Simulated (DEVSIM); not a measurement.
System: Ni/HfO2/SiO2/p-Si capacitor, at 300 K.

```tsv
layer (left to right)	material	thickness (nm)	Na (cm⁻³)
1	HfO2	5.20	-
2	SiO2	1.30	-
3	Si	1700	1.2e17
```

Metal gate on the left, work function 5.1 eV. Fixed charge at the semiconductor interface 0 cm⁻² (in units of +e); no interface traps.

The device is made up for the run: typed textbook-type constants, with dimensions and the other settings drawn at random. Values at 300 K; Nc and Nv go as T^1.5, mobilities as T to minus their exponent, the gap by Varshni's rule with the affinity fixed.

| parameter | HfO2 | SiO2 | Si |
|---|---|---|---|
| gap (eV) | 5.7 | 9 | 1.124 |
| affinity (eV) | 2.5 | 0.9 | 4.05 |
| permittivity | 22 | 3.9 | 11.7 |
| Nc (cm⁻³) | - | - | 2.86e19 |
| Nv (cm⁻³) | - | - | 3.1e19 |
| Varshni α (eV/K) | - | - | 0.000473 |
| Varshni β (K) | - | - | 636 |

Simulated with DEVSIM: 1D Poisson equation in equilibrium, Boltzmann statistics, complete ionisation; no quantum confinement or tunnelling. Metal contacts follow the ideal Schottky-Mott rule: no Fermi-level pinning, no interface dipoles.

The temperature was swept, all else fixed.

```csv
temperature (K),flat-band voltage (V),minimum of the low-frequency capacitance (μF/cm²),threshold voltage (band bending 2φF) (V)
250,0.03,0.108,1.06
300,0.07,0.112,1.02
350,0.11,0.122,0.99
400,0.16,0.130,0.95
450,0.21,[?],[?]
500,0.26,0.161,0.87
```

### Question
Complete the blanks.

### Answer

- 450, minimum of the low-frequency capacitance (μF/cm²): 0.142
- 450, threshold voltage (band bending 2φF) (V): 0.91
